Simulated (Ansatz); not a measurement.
The starting structures come from a database of crystals and need not be the phases stable at ambient conditions.

 Where the default PAW files enter, the runs use the earlier of Ansatz's two default sets.

By PBEsol, the system below comes out a metal.

The ballistic (Sharvin) conductance counts the channels at the Fermi level: G/A = (e²/h) × channels of both spins per area.

Input:

```xyz
4
Lattice="4.0510 0.0000 0.0000 -2.0255 5.6993 0.0000 2.0255 0.0000 5.8703" Properties=species:S:1:pos:R:3 pbc="T T T"
Sb     4.0510     1.1255     2.9351
Sb     0.0000     4.5738     2.9351
Sb     2.0255     2.8496     4.7110
Sb     2.0255     2.8496     1.1593
```

Space group of this cell: Fmmm. The cell is strained (lengths along the current scaled by 1.03, ions clamped); by PBEsol its mean pressure is -1.9 GPa.

The current flows along the normal of the first two printed cell vectors. No spin-orbit coupling; the value is a mean over 0.1 eV about the Fermi level.

Problem. Compute, with PBEsol in Ansatz (a quantum-chemistry and plane-wave program), the ballistic conductance per area.

Solution. 0.43 × 10¹⁵ S/m² for both spins.
